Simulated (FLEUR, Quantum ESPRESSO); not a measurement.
A Quantum ESPRESSO input for a self-consistent single point of CaSi2Ni2 (I4/mmm, 5 atoms in the cell) (DFT, PBEsol, plane waves, PSlibrary PAW (PBE) pseudopotentials):

```fortran
&control
   calculation = 'scf'
   prefix = 'pwscf'
   outdir = './tmp'
   pseudo_dir = './'
   tprnfor = .true.
   tstress = .true.
/
&system
   ibrav = 7
   celldm(1) = 7.48852354
   celldm(3) = 2.4328886260
   nat = 5
   ntyp = 3
   ecutwfc = 50
   ecutrho = 300
   occupations = 'smearing'
   smearing = 'gaussian'
   degauss = 0.0099958
   input_dft = 'pbesol'
/
&electrons
   conv_thr = 1.0d-10
/
ATOMIC_SPECIES
Ca    40.0780  Ca.pbe-spn-kjpaw_psl.1.0.0.UPF
Si    28.0850  Si.pbe-n-kjpaw_psl.1.0.0.UPF
Ni    58.6934  Ni.pbe-n-kjpaw_psl.1.0.0.UPF
ATOMIC_POSITIONS angstrom
Ca    0.00000000    0.00000000    0.00000000
Si    0.00000000    0.00000000    6.08035056
Si    0.00000000    0.00000000    3.56059344
Ni   -1.98137800    0.00000000    2.41023600
Ni    0.00000000    1.98137800    2.41023600
K_POINTS automatic
9 9 9  0 0 0
```

Problem. Give the FLEUR input for the same structure, mesh, smearing and functional.

Solution. One input that does it (others would too):

Input of the input generator:

```
Ca(SiNi)2 FLAPW
&input film=f /
-3.7442617694 3.7442617694 9.1093718714
3.7442617694 -3.7442617694 9.1093718714
3.7442617694 3.7442617694 -9.1093718714
1.0
1.0 1.0 1.0

5
20 0.0000000000 0.0000000000 0.0000000000
14 0.6306800000 0.6306800000 0.0000000000
14 0.3693200000 0.3693200000 0.0000000000
28 0.7500000000 0.2500000000 0.5000000000
28 0.2500000000 0.7500000000 0.5000000000

&comp jspins=1 /
&exco xctyp='PBEs' /
&kpt div1=9 div2=9 div3=9 /
&end /
```

```xml
<?xml version="1.0" encoding="UTF-8" standalone="no"?>
<fleurInput fleurInputVersion="0.39">
   <comment>
      Ca(SiNi)2 FLAPW                                                                                     
   </comment>
   <calculationSetup>
      <cutoffs Kmax="4.1" Gmax="16.4" GmaxXC="16.4" numbands="0"/>
      <scfLoop itmax="60" minDistance="0.00001" maxIterBroyd="40" imix="Anderson" alpha="0.05" precondParam="0.0" spinf="2.0"/>
      <coreElectrons ctail="T" frcor="F" kcrel="0" coretail_lmax="0"/>
      <xcFunctional name="PBEs" relativisticCorrections="F"/>
      <magnetism jspins="1"/>
      <soc l_soc="F" theta="0.0" phi="0.0" spav="F"/>
      <expertModes spex="0" secvar="F"/>
      <geometryOptimization l_f="T" forcealpha="1.0" forcemix="BFGS" epsdisp="0.00001" epsforce="0.00001"/>
      <ldaU l_linMix="F" mixParam="0.05" spinf="1.0"/>
   </calculationSetup>
   <cell>
      <bzIntegration valenceElectrons="50.0" mode="gauss" fermiSmearingEnergy="0.00499791">
         <kPointListSelection listName="default-1"/>
         <!-- k-points included here -->
         <xi:include xmlns:xi="http://www.w3.org/2001/XInclude" href="kpts.xml"> </xi:include>
      </bzIntegration>
      <!-- symmetry operations included here -->
      <xi:include xmlns:xi="http://www.w3.org/2001/XInclude" href="sym.xml"> </xi:include>
      <bulkLattice scale="1.0">
         <bravaisMatrix>
            <row-1>   -3.7442617694000000     3.7442617694000000     9.1093718714000005</row-1>
            <row-2>    3.7442617694000000    -3.7442617694000000     9.1093718714000005</row-2>
            <row-3>    3.7442617694000000     3.7442617694000000    -9.1093718714000005</row-3>
         </bravaisMatrix>
      </bulkLattice>
   </cell>
   <atomSpecies>
      <species name="Calcium (Ca)" element="Ca" atomicNumber="20">
         <mtSphere radius="2.63" gridPoints="925" logIncrement="0.013"/>
         <atomicCutoffs lmax="10" lnonsphr="8"/>
         <electronConfig flipSpins="F">
            <coreConfig>(1s1/2) (2s1/2) (2p1/2) (2p3/2)</coreConfig>
            <valenceConfig>(3s1/2) (3p1/2) (3p3/2) (4s1/2)</valenceConfig>
         </electronConfig>
         <energyParameters s="4" p="4" d="3" f="4"/>
         <lo type="SCLO" l="0" n="3" eDeriv="0"/>
         <lo type="SCLO" l="1" n="3" eDeriv="0"/>
      </species>
      <species name="Silicon (Si)" element="Si" atomicNumber="14">
         <mtSphere radius="1.56" gridPoints="553" logIncrement="0.02"/>
         <atomicCutoffs lmax="6" lnonsphr="4"/>
         <electronConfig flipSpins="F">
            <coreConfig>(1s1/2) (2s1/2) (2p1/2) (2p3/2)</coreConfig>
            <valenceConfig>(3s1/2) (3p1/2) (3p3/2)</valenceConfig>
            <stateOccupation state="(3p1/2)" spinUp="0.3333333333333" spinDown="0.3333333333333"/>
            <stateOccupation state="(3p3/2)" spinUp="0.6666666666667" spinDown="0.6666666666667"/>
         </electronConfig>
         <energyParameters s="3" p="3" d="3" f="4"/>
      </species>
      <species name="Nickel (Ni)" element="Ni" atomicNumber="28">
         <mtSphere radius="2.40" gridPoints="847" logIncrement="0.015"/>
         <atomicCutoffs lmax="10" lnonsphr="8"/>
         <electronConfig flipSpins="F">
            <coreConfig>(1s1/2) (2s1/2) (2p1/2) (2p3/2) (3s1/2)</coreConfig>
            <valenceConfig>(3p1/2) (3p3/2) (4s1/2) (3d3/2) (3d5/2)</valenceConfig>
            <stateOccupation state="(3d3/2)" spinUp="1.6" spinDown="1.6"/>
            <stateOccupation state="(3d5/2)" spinUp="2.4" spinDown="2.4"/>
         </electronConfig>
         <energyParameters s="4" p="4" d="3" f="4"/>
         <lo type="SCLO" l="1" n="3" eDeriv="0"/>
      </species>
   </atomSpecies>
   <atomGroups>
      <atomGroup species="Calcium (Ca)">
         <relPos label="                   1">.0000000000 .0000000000 .0000000000</relPos>
         <force calculate="T" relaxXYZ="TTT"/>
      </atomGroup>
      <atomGroup species="Silicon (Si)">
         <relPos label="                   2">-.3693200000 -.3693200000 .0000000000</relPos>
         <relPos label="                   3">.3693200000 .3693200000 .0000000000</relPos>
         <force calculate="T" relaxXYZ="TTT"/>
      </atomGroup>
      <atomGroup species="Nickel (Ni)">
         <relPos label="                   4">-1.000/4.000 1.000/4.000 1.000/2.000</relPos>
         <relPos label="                   5">1.000/4.000 -1.000/4.000 1.000/2.000</relPos>
         <force calculate="T" relaxXYZ="TTT"/>
      </atomGroup>
   </atomGroups>
   <output dos="F" band="F" slice="F">
      <checks vchk="F" cdinf="F"/>
      <bandDOS minEnergy="-.5*Htr" maxEnergy="0.5*Htr" sigma="0.015" storeEVData="T"/>
      <vacuumDOS vacdos="F" integ="F" star="F" nstars="0" locx1="0.0" locy1="0.0" locx2="0.0" locy2="0.0" nstm="0" tworkf="0.0"/>
      <unfoldingBand unfoldBand="F" supercellX="1" supercellY="1" supercellZ="1"/>
      <plotting iplot="0" polar="F">
         <plot TwoD="T" vec1="  1.0  0.0  0.0" vec2="  0.0  1.0  0.0" vec3="  0.0  0.0  1.0" zero="  0.0  0.0  0.0" file="plot"/>
      </plotting>
      <chargeDensitySlicing numkpt="0" minEigenval="0.0" maxEigenval="0.0" nnne="0" pallst="F"/>
      <specialOutput eonly="F"/>
      <magneticCircularDichroism mcd="F" energyLo="-10.0" energyUp="0.0"/>
   </output>
  <!-- We include the file relax.xml here to enable relaxations (see documentation) -->
  <xi:include xmlns:xi="http://www.w3.org/2001/XInclude" href="relax.xml"> <xi:fallback/> </xi:include>
</fleurInput>
```

Basis, cutoffs, solver keys and any potentials are the target program's own. This input uses DFT, PBEsol, all-electron FLAPW (FLEUR), scalar-relativistic valence.

The starting cell comes from a database of computed structures (which also holds hypothetical and non-ambient phases and stackings), without a prior relaxation at this level. Its lattice was rescaled by a random factor within 2.5 % of one.
